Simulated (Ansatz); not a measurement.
YCu2 (Imma, No. 74) was calculated with LDA in Ansatz (PAW).

Settings: plane-wave cutoff 500 eV, 16×16×16 k mesh, Fermi–Dirac smearing 0.1 eV, no spin polarisation, scalar-relativistic PAW data made under PBE.

Computed at the level's own relaxed cell.

**Question.** Estimate the volume per atom that the calculation returns.

**Answer.** 
* **volume per atom**: 16.49 Å³/atom

The run finds no gap.

Note: the volume lies 9 % below that of the published cell.

Static lattice: no zero-point or thermal effects.

It cost roughly 15 core-minutes of CPU time.

Ansatz is an electronic-structure program.
